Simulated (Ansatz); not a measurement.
Effect of uniaxial strain ε_yy = +3.42 % on C

Base system: C in the graphite type structure (space group P6_3/mmc, No. 194; a = 2.4583 Å, c = 6.5635 Å; layered, stacked along the Cartesian z axis). Axes: x lies along a and z along c of the hexagonal cell.

Perturbation: the cell is stretched by 3.42 % along y with no lateral relaxation, atoms relaxed at fixed cell.

Computed with PBEsol-D3(BJ) (Ansatz, a first-principles code), spin-orbit coupling left out. k-mesh 15×15×5 (Γ-centred); smearing 0.05 eV (Fermi–Dirac).

| quantity | base | changed | shift |
|---|---|---|---|
| volume per atom | 8.59 Å³ | 8.88 Å³ | +0.29 Å³ |
| space group | P6_3/mmc (No. 194) | Cmcm (No. 63) | – |
| shortest interatomic distance | 1.419 Å | 1.434 Å | +0.015 Å |
| energy relative to the base (free energy F) | 0 meV/atom | +33 meV/atom | +33 meV/atom |
| pressure (mean of the normal stresses, compression positive) | 0.0 GPa | -13.8 GPa | -13.8 GPa |
| band gap | zero | zero | – |
| stress (xx, yy, zz, yz, xz, xy; compression positive) (rough) | – | (-6.8, -34.6, 0.1, 0.0, 0.0, 0.0) GPa | – |

Without a gap, meshes like the base's 15×15×5 leave anisotropic stresses uncertain by several tenths of a GPa, and small strain energies with them. Stability against distortions was not tested. Gaps under 0.05 eV, about the width of the smearing, are given as zero.
